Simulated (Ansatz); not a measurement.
The parent structure is InAs in the zinc blende structure (space group F-43m, No. 216).

```yaml
crystal:
  lattice:
    - [0.00000, 3.05478, 3.05478]
    - [3.05478, 0.00000, 3.05478]
    - [3.05478, 3.05478, 0.00000]
  atoms:
    - { symbol: In, position: [0.00000, 0.00000, 0.00000] }
    - { symbol: As, position: [0.25000, 0.25000, 0.25000] }
```

Cartesian axes are those of the cell as printed.

All numbers come from Ansatz (a first-principles code) r2SCAN, no spin-orbit coupling.

Strains are applied to the cell and any free atomic positions relax; under biaxial strain the out-of-plane vector relaxes too.

One change was made to it. Results:

| quantity | base | after |
|---|---|---|
| valley order (the lowest conduction-band minima on the path, energy above the VBM, named in the base's zone) | Γ 0.08 eV; L along ⟨111⟩ 1.25 eV | Γ 0.11 eV; L along [111] 1.16 eV |
| energy relative to the base (free energy F) | 0 meV/atom | +13 meV/atom |
| shortest interatomic distance | 2.646 Å | 2.622 Å |

Q: Name the change that was made.
A) biaxial strain −1.50 %, plane normal [001], relaxed out of plane
B) biaxial strain −0.50 %, plane normal [001], relaxed out of plane
C) biaxial strain −2.50 %, plane normal [001], relaxed out of plane
D) biaxial strain −3.00 %, plane normal [001], relaxed out of plane
E) biaxial strain −1.00 %, plane normal [001], relaxed out of plane

A: D, biaxial strain −3.00 %, plane normal [001], relaxed out of plane. For comparison, the valley order in the other runs: biaxial strain −1.00 %, plane normal [001], relaxed out of plane gives Γ 0.09 eV; L along [111] 1.23 eV; biaxial strain −2.50 %, plane normal [001], relaxed out of plane gives Γ 0.11 eV; L along [111] 1.18 eV; biaxial strain −0.50 %, plane normal [001], relaxed out of plane gives Γ 0.09 eV; L along [111] 1.24 eV; biaxial strain −1.50 %, plane normal [001], relaxed out of plane gives Γ 0.10 eV; L along [111] 1.22 eV.

The levels and masses belong to the bands next to the band gap. Whether these cells are dynamically stable was not tested.
